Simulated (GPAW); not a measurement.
Band structure of CsCaBr₃ (Pm-3m, 5 atoms in the cell).

```yaml
crystal:
  lattice:
    - [5.58365, 0.00000, 0.00000]
    - [0.00000, 5.58365, 0.00000]
    - [0.00000, 0.00000, 5.58365]
  atoms:
    - { symbol: Cs, position: [0.00000, 0.00000, 0.00000] }
    - { symbol: Ca, position: [0.50000, 0.50000, 0.50000] }
    - { symbol: Br, position: [0.50000, 0.00000, 0.50000] }
    - { symbol: Br, position: [0.00000, 0.50000, 0.50000] }
    - { symbol: Br, position: [0.50000, 0.50000, 0.00000] }
```

Level of theory: PBEsol, GPAW PAW datasets PBEsol (made by gpaw-setup) (plane waves; GPAW).

Settings: mode = pw; ecut = 600 eV; xc = PBEsol; kpts = 3 3 3; mesh shift (steps) = 0 0 0; occupations.name = fermi-dirac; occupations.width = 0 eV; nbands = -4; convergence.bands = -2; symmetry.symmorphic = false; symmetry.tolerance = 0.0005; maxiter = 150; bandpath_npoints = 40.

The starting cell comes from a database of computed structures (which also holds hypothetical and non-ambient phases and stackings), without a prior relaxation at this level. Its lattice was rescaled by a random factor within 2.5 % of one.

Problem. Predict the gap along the standard path and the places of the band edges.

Solution. The gap along the path is 4.49 eV, from R to Γ; the smallest direct gap on it is 4.73 eV.

Levels in eV from the top of the valence band on the SCF mesh, bands 17 to 24:
```
point     17     18     19     20    21    22    23    24
-----  -----  -----  -----  -----  ----  ----  ----  ----
Γ      -0.47  -0.07  -0.07  -0.07  4.67  4.78  4.78  4.78
X      -0.78  -0.67  -0.27  -0.27  5.01  6.12  6.12  6.16
M      -0.92  -0.69  -0.69   0.16  6.15  6.15  6.32  6.68
R      -1.31   0.18   0.18   0.18  6.08  6.08  6.08  6.38
```
